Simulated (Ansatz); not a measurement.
# How the band gap of SbSBr (model structure, started from the BiTeI type, P3m1, No. 156, 3 atoms in the cell) moves with the method

No measured value is used here.

**Question.** Put these levels in order of the band gap that they give for SbSBr (model structure, started from the BiTeI type, P3m1, No. 156, 3 atoms in the cell), smallest first: HSE06+SOC (Ansatz, a program for electronic structure), PBE0 (Ansatz), PBEsol+SOC (Ansatz).

**Answer.** PBEsol+SOC (1.03 eV), HSE06+SOC (1.60 eV), PBE0 (2.37 eV)

Computed values are for a static lattice. Levels without +SOC have no spin–orbit coupling; where heavier elements are present it shifts gaps, mostly down, and can invert bands.  Values are at the PBE-D3(BJ) cell. Cutoffs and k meshes differ between the levels. Ansatz's density-functional and Hartree–Fock values are scalar-relativistic unless marked +SOC, with PAW data made under PBE.

A model structure was made by putting elements into a prototype or built by hand; it is no filed structure, need not be a known phase, and can be a saddle point held by its symmetry.
